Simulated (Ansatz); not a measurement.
Worked calculations on one periodic cell of amorphous Si27O24N20: Si27O24N20, 71 atoms, volume 915.2 Å³, made by a melt-quench on the CHGNet potential and relaxed with DFT. O and N atoms were pushed apart under 1.9 Å during the dynamics, to hinder bonds among them. It is a model cell: composition and starting density were chosen by hand, and all elements were melted together. Method: PBE, scalar-relativistic without spin-orbit coupling (plane waves to 420 eV, PAW; Ansatz, a program for electronic structure). Sampling: a 2×2×2 Γ-centred mesh; Fermi-Dirac width 0.02 eV; no spin polarisation. Its volume was relaxed, its shape was held as a cube, and it stands at a mean pressure of 0.1 GPa with stress components up to 3.3 GPa; the relaxation ran on the zone centre alone. Its density went from a set 2.73 to 2.58 g/cm³. The cell is small and was quenched far faster than a real film, so it is one sample of the glass.

Question: Count formal charges (Si +4, O -2, N -3). What does the count lead one to expect at the Fermi level, and what does the calculation give?

Answer: 27 × (+4) + 24 × (-2) + 20 × (-3) = 0. The charges balance, so the anion-derived valence states can be full and a gap can open. On this mesh the highest filled and lowest empty level lie 2.60 eV apart, the PBE gap of this cell, with a localised state at one edge or both.

Four energies for a hole at PBE on the zone centre alone (charged cells in a uniform background, spin-polarised): neutral at the neutral geometry -38522.825 eV; charged at the neutral geometry -38527.588 eV; charged and relaxed -38527.859 eV; neutral at the charged geometry -38522.364 eV.

Question: Find the two relaxation energies and their sum, the reorganisation energy.

Answer: On charging: -38527.588 − (-38527.859) = 0.271 eV. On discharging: -38522.364 − (-38522.825) = 0.461 eV. The sum is 0.732 eV. The carrier's level spreads over 5 of the 71 atoms' worth, so it counts as localised, most on one N atom with neighbours Si 1.64 Å, Si 1.64 Å (neutral geometry). The values are uncorrected: the image energy of a point charge in this cell, 2.84 × 14.40 / (2 × 9.7) = 2.1 eV before screening, is screened by electrons alone at the fixed geometry and by ions too after relaxing, and the carrier can be spread before it relaxes, so each term can be off by up to that value times 1/ε∞, some tenths of an eV. PBE's self-interaction favours spread-out carriers, so a hybrid can localise more.
